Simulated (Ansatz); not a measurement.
## Lu: stress against strain

Lu (hcp, P6_3/mmc, 29.181 Å³/atom at rest, c along z) under an equal strain ε in the (0001) plane with the normal axis free, as in a coherent film. PBE in Ansatz, a plane-wave DFT program (PAW, default set), 420 eV, 19×19×11 Γ-centred mesh, Fermi-Dirac smearing 0.10 eV; ions are relaxed within the symmetry of each cell. Stress is positive for a compressed cell.

Here s stands for strain and y for stress xx.

```csv
strain (%),stress xx (GPa)
-1.50,1.70
-1.00,1.11
-0.50,0.55
0.00,0.00
0.50,-0.53
1.00,-1.05
1.50,-1.55
3.00,?
```

### Question
Using a straight line, estimate the missing y at s = 3.00 from the other rows, showing the fit.

### Answer
Means: s 0, y 0.033. About the means, the sum of products is -7.5750 and the sum of squares of s is 7.0000; the slope is their ratio. Least squares gives y = 0.033 - 1.0821·s. Residuals (row less fit): 0.044, -0.005, -0.024, -0.033, -0.022, -0.001, 0.040; standard error 0.034 (degrees of freedom: 5). The slope gives the biaxial elastic modulus of this plane = 108 ± 1.3 GPa. At the withheld row, y = 0.033 - 1.0821 × 3.0 = -3.213 GPa. The calculation gives -2.93 GPa, 0.283 GPa above the prediction (6.1 % of the range of y in the table). The row lies outside the fitted rows, so this is an extrapolation. From the scatter of the fitted rows alone, a prediction at this place has a standard error of 0.053 GPa, so the miss is 5.3 times that.

One order more, fitted to all 13 runs of the series, follows each within 0.01, so the miss is the next term of a smooth law. In a metal these values are sensitive to mesh and smearing; energies are taken to zero smearing, stresses follow the free energy. Rows are the converged runs of the series near zero and its far end; series whose fitted rows scatter by over a few per cent of the range, as at a crossing or softening among them, aren't shown in this form. Most that stay on the fit to the last digits aren't either.
